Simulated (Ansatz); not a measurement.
# Ge2Sb2Te5: pressure series

The parent structure is Ge2Sb2Te5 (space group P-3m1, No. 164).

Space group P-3m1 (No. 164); a = 4.2936 Å, b = 4.2936 Å, c = 17.6359 Å, α = 90.00°, β = 90.00°, γ = 120.00°

```
atom  site  symmetry       x       y       z
----  ----  --------  ------  ------  ------
Te      1a      -3m.  0.0000  0.0000  0.0000
Ge      2d       3m.  0.6667  0.3333  0.0982
Te      2d       3m.  0.3333  0.6667  0.1941
Sb      2c       3m.  0.0000  0.0000  0.3094
Te      2d       3m.  0.6667  0.3333  0.4064
```

Cell and atoms are relaxed at each pressure.

Computed with Kohn–Sham DFT with the PBE functional, run in Ansatz (a program for electronic structure) with PAW and 420 eV plane waves, no SOC, earlier PAW set.

Notes on the quantities. enthalpy: H = E + PV relative to the base's energy.

| variant | band gap | enthalpy | density | c/a ratio |
|---|---|---|---|---|
| base | 0.53 eV | – | 6.06 g/cm³ | 4.107 |
| pressure 0.9 GPa | 0.30 eV | +0.17 eV/atom | 6.29 g/cm³ | 4.022 |
| pressure 2.1 GPa | 0.15 eV | +0.39 eV/atom | 6.48 g/cm³ | 3.988 |
| pressure 4.5 GPa | zero | +0.82 eV/atom | 6.78 g/cm³ | 3.973 |
| pressure 9 GPa | zero | +1.58 eV/atom | 7.23 g/cm³ | 3.999 |
| pressure 15 GPa | zero | +2.53 eV/atom | 7.74 g/cm³ | 4.095 |
| pressure 22.5 GPa | zero | +3.63 eV/atom | 8.38 g/cm³ | 4.475 |
| pressure 30 GPa | zero | +4.66 eV/atom | 8.85 g/cm³ | 4.590 |

The mesh was chosen for an insulator and is coarse for the gapless case. Spin-orbit coupling, missing from the scalar runs, can matter with Sb and Te. Load acts through the strain it causes; cell and atoms are relaxed under it. Stability against distortions was not tested. Competing high-pressure phases were not computed. The final runs are not spin-polarised. A zero or small gap of Ge2Sb2Te5 under pressure 0.9 GPa, Ge2Sb2Te5 under pressure 2.1 GPa, Ge2Sb2Te5 under pressure 4.5 GPa and Ge2Sb2Te5 under pressure 9 GPa can be the functional's error rather than a property of the material.
